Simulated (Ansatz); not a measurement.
# ZrO2, pressure series

Base system: ZrO2 (space group P4_2/nmc, No. 137; a = 3.6208 Å, c = 5.2843 Å).

Cell and atoms are relaxed at each pressure.

All numbers come from PBE/PAW in Ansatz (a first-principles code), spin-orbit coupling left out, earlier PAW set.

| change | smallest direct gap | density | gap character | width of the top valence band | electron mass |
|---|---|---|---|---|---|
| base | 4.14 eV | 5.91 g/cm³ | indirect, k = (0.222, 0.222, 0) in the run's primitive reciprocal basis → Γ | 0.87 eV | 2.3 mₑ along c, 0.61 mₑ across (at Γ) |
| pressure −2 GPa | 4.13 eV | 5.83 g/cm³ | – | 0.86 eV | 2.4 mₑ along c, 0.62 mₑ across (at Γ) |
| pressure −1 GPa | 4.14 eV | 5.87 g/cm³ | indirect, k = (0.222, 0.222, 0) in the run's primitive reciprocal basis → Γ | 0.86 eV | 2.3 mₑ along c, 0.62 mₑ across (at Γ) |
| pressure 0.9 GPa | 4.15 eV | 5.94 g/cm³ | indirect, k = (0.222, 0.222, 0) in the run's primitive reciprocal basis → Γ | 0.87 eV | 2.3 mₑ along c, 0.61 mₑ across (at Γ) |
| pressure 2.1 GPa | 4.15 eV | 5.98 g/cm³ | indirect, k = (0.222, 0.222, 0) in the run's primitive reciprocal basis → Γ | 0.88 eV | 2.3 mₑ along c, 0.61 mₑ across (at Γ) |
| pressure 4.5 GPa | 4.16 eV | 6.07 g/cm³ | indirect, k = (0.222, 0.222, 0) in the run's primitive reciprocal basis → Γ | 0.89 eV | 2.2 mₑ along c, 0.60 mₑ across (at Γ) |
| pressure 9 GPa | 4.19 eV | 6.21 g/cm³ | – | 0.92 eV | 2.1 mₑ along c, 0.59 mₑ across (at Γ) |
| pressure 15 GPa | 4.20 eV | 6.38 g/cm³ | indirect, A → Γ | 1.03 eV | 2.1 mₑ along c, 0.57 mₑ across (at Γ) |
| pressure 22.5 GPa | 4.22 eV | 6.56 g/cm³ | indirect, A → Γ | 1.16 eV | 2.0 mₑ along c, 0.56 mₑ across (at Γ) |
| pressure 30 GPa | 4.08 eV | 6.74 g/cm³ | indirect, M → Γ | 1.33 eV | 1.9 mₑ along c, 0.54 mₑ across (at Γ) |

Load acts through the strain it causes; cell and atoms are relaxed under it. Effective masses come from finite differences of ±0.01 Å⁻¹. No phonon test of stability was made. No other phases were tried under pressure. This is not the structure that ZrO2 has at room temperature and ambient pressure.
